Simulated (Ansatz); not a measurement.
```
Ge
1.0
    0.00000     2.83761     2.83761
    2.83761     0.00000     2.83761
    2.83761     2.83761     0.00000
Ge
2
Cartesian
  2.83761   2.83761   2.83761
  4.25642   4.25642   4.25642
```

Q: The LDA or GGA of the relaxation leaves this crystal with little or no gap. Does r2SCAN (Ansatz, a quantum-chemistry and plane-wave program) open one on the same cell?

A: Yes, about 0.35 eV on the k mesh, so it isn't safe to treat it as a metal.

Spin-orbit coupling is left out.
